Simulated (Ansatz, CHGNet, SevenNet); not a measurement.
## Lattice constant a of MoP (model structure, started from the CsCl type, Pm-3m, No. 221, 2 atoms in the cell) at several levels of theory

No measured value is used here.

```tsv
level (code)	value (Å)
CHGNet 0.3.0	2.988
SevenNet-0	2.997
SevenNet-l3i5	3.028
LDA (Ansatz)	2.960
PBEsol (Ansatz)	2.974
```

LDA, PBEsol: the run has no spin polarisation, so it can have missed a magnetic state. Ansatz's density-functional and Hartree–Fock values are scalar-relativistic unless marked +SOC, with PAW data made under PBE.

Machine-learned potentials (CHGNet 0.3.0, SevenNet-0, SevenNet-l3i5) are trained on DFT data: a solid inside that data is no test of them.

A model structure was made by putting elements into a prototype or built by hand; it is no filed structure, need not be a known phase, and can be a saddle point held by its symmetry.

Ansatz is a first-principles code.
